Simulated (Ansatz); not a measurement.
Surface: Si(111) 1x1 surface, 6 top atoms, 3 bilayers, bottom bilayer H-capped and fixed, every top atom capped by H; cell 11.5 x 6.6 Å; one H replaced by OH; about 7 Å thick over the host's atoms, 18 atoms held. All values below come from PBE-D3(BJ) (plane waves to 420 eV, PAW; Ansatz, an electronic-structure program). Sampling: 1x2x1 k points. The slab states were run without spin polarisation. Slab thickness, cell and mesh are as stated and are not converged limits. All energies are electronic energies at 0 K, without vibrations. Each state was relaxed from one prepared geometry.

End state of this step: the surface fragment of SiH2Cl2 exchanges a second ligand with a neighbouring Si-H group. Atoms near the product:

```
atom     x (Å)  y (Å)   z (Å)
------  ------  -----  ------
Si(1)    2.050  3.357   9.537
H(14)    0.036  6.781  11.052
H(15)    1.384  4.643  13.022
H(30)    3.864  6.516  10.912
H(46)   -1.930  3.262  11.077
Si(a0)   3.370  3.323  11.527
Cl(a2)   0.168  4.195  13.058
H(a3)    3.158  4.540  12.386
H(a4)    3.137  2.115  12.371
```

Question: What energy does it take to move HCl into the gas, one a cell, with the surface relaxed behind it, and what are its closest contacts before it leaves?

Answer: 0.19 eV. Its closest contacts to the rest of the cell: H(15)...H(a3) 1.89 Å, H(15)...Si(a0) 2.81 Å, Cl(a2)...H(46) 3.03 Å.
